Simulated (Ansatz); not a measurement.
Base system: Ni in the fcc (Cu type) structure (space group Fm-3m, No. 225; ferromagnetic).

```xyz
1
Lattice="0.0000 1.7594 1.7594 1.7594 0.0000 1.7594 1.7594 1.7594 0.0000" Properties=species:S:1:pos:R:3 pbc="T T T"
Ni     0.0000     0.0000     0.0000
```

Level of theory: Kohn–Sham DFT with the PBE functional, run in Ansatz (a first-principles code) with PAW and 420 eV plane waves, no spin-orbit coupling, earlier PAW set.

For the base:

```
Property                     Value
-------------------  -------------
Lattice parameter a       351.9 pm
Magnetic state       ferromagnetic
```

The change: cell and atoms relaxed at a pressure of 9 GPa.

Problem. How does this affect the lattice parameter a and magnetic state?

Solution. The lattice parameter a shrinks by 4.8 pm (351.9 pm → 347.1 pm); the magnetic state stays ferromagnetic.

The magnetic state is the one reached from the starting moments; the real material's order can differ, and small cells can't hold many antiferromagnetic ones. Load acts through the strain it causes; cell and atoms are relaxed under it. Whether these cells are dynamically stable was not tested. No other phases were tried under pressure.
